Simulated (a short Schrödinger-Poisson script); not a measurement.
Stack: gated Al0.33Ga0.67N/GaN polarisation-induced gas, at 300 K.

```
layer       material  thickness (nm)  Na (cm⁻³)
-----  -------------  --------------  ---------
1      Al0.33Ga0.67N              10          -
2                GaN            6000       2e14
```

The device is made up for the run: typed textbook-type constants, with dimensions and the other settings drawn at random. Al0.33Ga0.67N: permittivity 9.3, conduction-band edge (eV) 0.462, gap (eV) 4.09, electron mass (mₑ) 0.24, Nv at 300 K (cm⁻³) 4.6e19. GaN: permittivity 9.5, conduction-band edge (eV) 0, gap (eV) 3.43, Nv at 300 K (cm⁻³) 4.6e19.

Channel valleys (confinement mass, in-plane density-of-states mass, number): Γ 0.2, 0.2, 1. At the gate the conduction-band edge of layer 1 lies 1.27 eV − eVg above the Fermi level of the channel; the field vanishes at the back. Sheet of polarisation charge: +1.6e13 e/cm² at 10 nm from the gate. The barrier under the gate holds no holes. Gaps are held at their typed values at every temperature. Mesh 0.08 nm at interfaces.

Solved with a short Schrödinger-Poisson script written for these runs: 1D Poisson equation in equilibrium, electrons quantum, Hartree (BenDaniel-Duke, 40 states a valley, the channel's in-plane mass for all, wave functions free to enter the barrier), parabolic valleys, classical holes, full ionisation, no traps, pinning or gate leakage.

Task: List the lowest subbands of each valley and their electrons at Vg = 0.5 V.

Result: 
```tsv
valley	subband	energy from the Fermi level (meV)	electrons (cm⁻²)	share (%)
Γ	0	-126.6	1.06e13	86.0
Γ	1	6.6	1.24e12	10.1
Γ	2	53.9	2.53e11	2.1
```

All electrons: 1.23e13 cm⁻².
